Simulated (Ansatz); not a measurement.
## A computed series for Ti2C: pressure series

Consider Ti2C (space group Fd-3m, No. 227; a = 8.549 Å; a cell from a computed database, its experimental status unchecked).

Cell and atoms are relaxed at each pressure.

The values are results of Ansatz (a program for electronic structure), PBEsol, PAW, cutoff 420 eV, spin-orbit coupling left out, not measurements.

```tsv
P (GPa)	V (Å³/atom)
-1.99	13.196
-0.99	13.104
0.32	12.990
0.70	12.956
1.49	12.889
2.99	12.769
4.99	12.616
7.48	12.437
9.98	12.270
```

Question: Fit a third-order Birch–Murnaghan equation of state.

Answer: Least squares on P(V) = (3B₀/2)[(V₀/V)^(7/3) − (V₀/V)^(5/3)]·[1 + (3/4)(B₀′ − 4)((V₀/V)^(2/3) − 1)] gives V₀ = 13.02 Å³/atom, B₀ = 150 GPa and B₀′ = 4.1.

Load acts through the strain it causes; cell and atoms are relaxed under it. Stability against distortions was not tested. No other phases were tried under pressure. All final runs are without spin polarisation.
